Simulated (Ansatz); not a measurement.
Data:

```
CELL_PARAMETERS angstrom
      0.00000     2.39935     2.39935
      2.39935     0.00000     2.39935
      2.39935     2.39935     0.00000
ATOMIC_POSITIONS crystal
  Ca 0.00000 0.00000 0.00000
  O  0.50000 0.50000 0.50000
```

Method: r2SCAN, rigid bands (plane waves, PAW, scalar-relativistic; Ansatz, a quantum-chemistry and plane-wave program). Condition of this run: hydrostatic pressure of -2.2 GPa (compression positive) (the target of the relaxation). Cell: cell and atoms relaxed with PBEsol, then loaded as said.

### Question
Predict the hole conductivity mass (n e² τ/σ) at 300 K, by direction if it differs.

### Answer
1.43 mₑ.

### Question
What conductivity effective mass do dilute electrons have at 300 K?

### Answer
0.57 mₑ.

### Question
And the band gap?

### Answer
4.20 eV at this level; semilocal functionals usually fall short of the measured gap.

Rigid bands, one relaxation time for all states, no polarons. Spin-orbit coupling is left out; where it splits the top of the valence band it changes the hole mass and lowers the gap by about a third of the splitting. Geometry: cell and atoms relaxed with PBEsol.
